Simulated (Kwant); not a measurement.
Device: wire with a side stub in a In0.53Ga0.47As two-dimensional gas. Effective mass 0.041 mₑ, grid spacing 6.2 nm, hard walls, nominal width 150 nm (25 grid rows, so walls 161.2 nm apart), one parabolic valley, scattering region 450 nm long along x; energies count from the band bottom; Fermi energy swept from 0.0003261 to 0.0038724 eV. Closed stub on one side, 130 nm wide and 230 nm deep.

The device is made up for the run: typed textbook-type constants, with dimensions and the other settings drawn at random.

Kwant, effective-mass tight-binding model on a square grid, one spin, coherent transport at 0 K. Conductance is in e²/h.

Problem. How many channels do the leads carry at E = 1.85, 3.78 meV?

Solution. The hard-wall thresholds are n² ħ²π²/(2mW²) = n² × 0.353 meV with W = 161.2 nm. √(1.85/0.353) = 2.29, so 2. √(3.78/0.353) = 3.27, so 3.
